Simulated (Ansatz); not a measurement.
```
CELL_PARAMETERS angstrom
     25.00000     0.00000     0.00000
      0.00000    25.00000     0.00000
      0.00000     0.00000     5.35826
ATOMIC_POSITIONS crystal
  Si 0.77557 0.50000 0.66674
  C  0.77094 0.56184 0.83326
  C  0.77791 0.50000 0.33326
  Si 0.74828 0.61956 0.66674
  C  0.71728 0.67327 0.83326
  Si 0.76866 0.56132 0.16674
  C  0.75039 0.62058 0.33326
  Si 0.67181 0.71545 0.66674
  C  0.62058 0.75039 0.83326
  Si 0.71545 0.67181 0.16674
  C  0.67327 0.71728 0.33326
  Si 0.56132 0.76866 0.66674
  C  0.50000 0.77791 0.83326
  Si 0.61956 0.74828 0.16674
  C  0.56184 0.77094 0.33326
  Si 0.43868 0.76866 0.66674
  C  0.37942 0.75039 0.83326
  Si 0.50000 0.77557 0.16674
  C  0.43816 0.77094 0.33326
  Si 0.32819 0.71545 0.66674
  C  0.28272 0.67327 0.83326
  Si 0.38044 0.74828 0.16674
  C  0.32673 0.71728 0.33326
  Si 0.25172 0.61956 0.66674
  C  0.22906 0.56184 0.83326
  Si 0.28455 0.67181 0.16674
  C  0.24961 0.62058 0.33326
  Si 0.22443 0.50000 0.66674
  C  0.22906 0.43816 0.83326
  Si 0.23134 0.56132 0.16674
  C  0.22209 0.50000 0.33326
  Si 0.25172 0.38044 0.66674
  C  0.28272 0.32673 0.83326
  Si 0.23134 0.43868 0.16674
  C  0.24961 0.37942 0.33326
  Si 0.32819 0.28455 0.66674
  C  0.37942 0.24961 0.83326
  Si 0.28455 0.32819 0.16674
  C  0.32673 0.28272 0.33326
  Si 0.43868 0.23134 0.66674
  C  0.50000 0.22209 0.83326
  Si 0.38044 0.25172 0.16674
  C  0.43816 0.22906 0.33326
  Si 0.56132 0.23134 0.66674
  C  0.62058 0.24961 0.83326
  Si 0.50000 0.22443 0.16674
  C  0.56184 0.22906 0.33326
  Si 0.67181 0.28455 0.66674
  C  0.71728 0.32673 0.83326
  Si 0.61956 0.25172 0.16674
  C  0.67327 0.28272 0.33326
  Si 0.74828 0.38044 0.66674
  C  0.77094 0.43816 0.83326
  Si 0.71545 0.32819 0.16674
  C  0.75039 0.37942 0.33326
  Si 0.76866 0.43868 0.16674
```

Computed with PBE (plane waves to 420 eV, PAW; Ansatz, a first-principles code). Mesh 1×1×6. No spin polarisation. It repeats along c; a and b span vacuum. A hypothetical model, rolled from the flat sheet. Symmetry and one short period hold its shape; lower forms weren't sought.

Problem. Tabulate the two highest filled and two lowest empty levels along the axis, from the valence top.

Solution. 
| k (2π/c) | v2 (eV) | v1 (eV) | c1 (eV) | c2 (eV) |
|---|---|---|---|---|
| 0.000 | 0.00 | 0.00 | 2.06 | 2.18 |
| 0.042 | -0.01 | -0.01 | 2.09 | 2.21 |
| 0.083 | -0.06 | -0.06 | 2.19 | 2.32 |
| 0.125 | -0.12 | -0.12 | 2.35 | 2.48 |
| 0.167 | -0.21 | -0.21 | 2.53 | 2.67 |
| 0.208 | -0.32 | -0.32 | 2.73 | 2.77 |
| 0.250 | -0.40 | -0.40 | 2.73 | 2.73 |
| 0.292 | -0.46 | -0.46 | 2.71 | 2.71 |
| 0.333 | -0.52 | -0.52 | 2.71 | 2.71 |
| 0.375 | -0.59 | -0.59 | 2.73 | 2.73 |
| 0.417 | -0.65 | -0.65 | 2.69 | 2.69 |
| 0.458 | -0.64 | -0.64 | 2.65 | 2.65 |
| 0.500 | -0.64 | -0.64 | 2.64 | 2.64 |
